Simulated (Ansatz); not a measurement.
The reference is ScAl3 in the Cu3Au type structure (space group Pm-3m, No. 221; a = 4.087 Å; relaxed with 0.1 eV smearing). Axes: x, y, z lie along the cube axes.

Calculations: r2SCAN (Ansatz, a program for electronic structure, PAW, spin-orbit coupling left out).

A first run, uniaxial strain ε_xx = +1.66 %, gives secant values C11 ≈ 190 GPa and C12 ≈ 38 GPa from its stress. A second run applies uniaxial stress, 3 GPa tension along x.

### Question
What does linear elasticity predict for Young's modulus in the second run, and what does the run give?

### Answer
Linear elasticity: (C11 − C12)(C11 + 2 C12)/(C11 + C12) = 180 GPa. The run gives 180 GPa; any difference comes from nonlinear terms at these strains and numerical noise.

Beyond what the load breaks, stability against distortions was not tested. The final runs are not spin-polarised.
